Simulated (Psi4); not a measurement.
Psi4 1.11, M06-L/def2-tzvp: Ga(H)(Cl)(Br) ([Cl][GaH][Br]), 4 atoms. The geometry is a generated start, not checked to be a minimum at this level.

```
Quantity                                                 Result
-------------------------------  ------------------------------
task                                                   gradient
method                                                    m06-l
basis                                                 def2-tzvp
memory                                                     7 GB
scf_type                                           df (default)
guess                            auto, which took SAD (default)
diis_max_vecs                                      10 (default)
scf_initial_accelerator                         adiis (default)
e_convergence                                   1e-08 (default)
d_convergence                                   1e-08 (default)
basis functions (reference run)                             139
grid points (reference run)                              725532
```

```xyz
4

Ga    -0.1396     0.0033    -0.1213
H     -1.2202    -0.7943    -0.8912
Cl     0.1370     2.0602    -0.1738
Br     1.2228    -1.2693     1.1862
```
Charge 0, spin multiplicity 1.

Yardstick: the run with dft_radial_points = 200, dft_spherical_points = 974, dft_pruning_scheme = none (default), which is not proven converged either. One run each, on a shared machine, so no times are given.

Settings tried, all else as in the reference:
- dft_radial_points = 99, dft_spherical_points = 590, dft_pruning_scheme = treutler
- dft_radial_points = 150, dft_spherical_points = 770
- dft_radial_points = 99, dft_spherical_points = 590, dft_pruning_scheme = robust
- dft_radial_points = 75 (default), dft_spherical_points = 302 (default), dft_pruning_scheme = robust
- dft_radial_points = 50, dft_spherical_points = 194
- dft_radial_points = 99, dft_spherical_points = 590
- dft_radial_points = 75 (default), dft_spherical_points = 434
- dft_radial_points = 75 (default), dft_spherical_points = 302 (default), dft_pruning_scheme = treutler
- dft_radial_points = 25, dft_spherical_points = 50
- dft_radial_points = 35, dft_spherical_points = 110
- dft_radial_points = 75 (default), dft_spherical_points = 302 (default)

Sort the settings: which keep to the reference within 1.0 meV/atom in energy, 10 meV/Å in forces (largest component), and which don't?

Within it: dft_radial_points = 150, dft_spherical_points = 770; dft_radial_points = 99, dft_spherical_points = 590; dft_radial_points = 99, dft_spherical_points = 590, dft_pruning_scheme = robust. Outside: dft_radial_points = 99, dft_spherical_points = 590, dft_pruning_scheme = treutler; dft_radial_points = 75 (default), dft_spherical_points = 302 (default), dft_pruning_scheme = treutler; dft_radial_points = 75 (default), dft_spherical_points = 434; dft_radial_points = 75 (default), dft_spherical_points = 302 (default), dft_pruning_scheme = robust; dft_radial_points = 75 (default), dft_spherical_points = 302 (default); dft_radial_points = 25, dft_spherical_points = 50; dft_radial_points = 50, dft_spherical_points = 194; dft_radial_points = 35, dft_spherical_points = 110.

```json
[
 {"setting": "the reference", "grid points": "725532", "energy against the reference": "—", "difference in forces (largest component)": "—"},
 {"setting": "dft_radial_points = 150, dft_spherical_points = 770", "grid points": "431822", "energy against the reference": "+0.038 meV/atom", "difference in forces (largest component)": "1.1 meV/Å"},
 {"setting": "dft_radial_points = 99, dft_spherical_points = 590", "grid points": "219347", "energy against the reference": "−0.58 meV/atom", "difference in forces (largest component)": "7.0 meV/Å"},
 {"setting": "dft_radial_points = 99, dft_spherical_points = 590, dft_pruning_scheme = robust", "grid points": "152467", "energy against the reference": "−0.58 meV/atom", "difference in forces (largest component)": "7.0 meV/Å"},
 {"setting": "dft_radial_points = 99, dft_spherical_points = 590, dft_pruning_scheme = treutler", "grid points": "113203", "energy against the reference": "−1.0 meV/atom", "difference in forces (largest component)": "41 meV/Å"},
 {"setting": "dft_radial_points = 75 (default), dft_spherical_points = 302 (default), dft_pruning_scheme = treutler", "grid points": "46638", "energy against the reference": "+15 meV/atom", "difference in forces (largest component)": "48 meV/Å"},
 {"setting": "dft_radial_points = 75 (default), dft_spherical_points = 434", "grid points": "122630", "energy against the reference": "+16 meV/atom", "difference in forces (largest component)": "26 meV/Å"},
 {"setting": "dft_radial_points = 75 (default), dft_spherical_points = 302 (default), dft_pruning_scheme = robust", "grid points": "58254", "energy against the reference": "+16 meV/atom", "difference in forces (largest component)": "27 meV/Å"},
 {"setting": "dft_radial_points = 75 (default), dft_spherical_points = 302 (default)", "grid points": "85576", "energy against the reference": "+16 meV/atom", "difference in forces (largest component)": "27 meV/Å"},
 {"setting": "dft_radial_points = 25, dft_spherical_points = 50", "grid points": "4819", "energy against the reference": "−340 meV/atom", "difference in forces (largest component)": "1000 meV/Å"},
 {"setting": "dft_radial_points = 50, dft_spherical_points = 194", "grid points": "37064", "energy against the reference": "−380 meV/atom", "difference in forces (largest component)": "390 meV/Å"},
 {"setting": "dft_radial_points = 35, dft_spherical_points = 110", "grid points": "14789", "energy against the reference": "+440 meV/atom", "difference in forces (largest component)": "620 meV/Å"}
]
```

Total energies are compared; such shifts often cancel in part in energy differences. The gradients leave out the derivatives of the grid weights. The tolerance is a choice made for this comparison.
